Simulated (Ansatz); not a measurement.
Base system: Mg$_{2}$Ge in the anti-fluorite structure (space group Fm-3m, No. 225; a = 6.364 Å).

Computed with plane-wave PAW DFT at the PBEsol level (Ansatz, a first-principles code, 420 eV), no SOC.

Base values:

```
Property            Value
---------------  --------
Volume per atom  21.48 Å³
Band gap          0.08 eV
```

Modification: full substitution Ge → As, then cell and atoms are relaxed.

Problem. Estimate the effect on the volume per atom and band gap.

Solution. The volume per atom increases by 0.815 Å³ to 22.30 Å³; the band gap becomes zero (base: 0.08 eV).

No phonon test of stability was made. As relaxed here, Mg2As is a hypothetical phase, not in the database extracts checked. All final runs are without spin polarisation. An odd electron count without spin: Mg2As. A zero or small gap of Mg2Ge can be the functional's error rather than a property of the material.
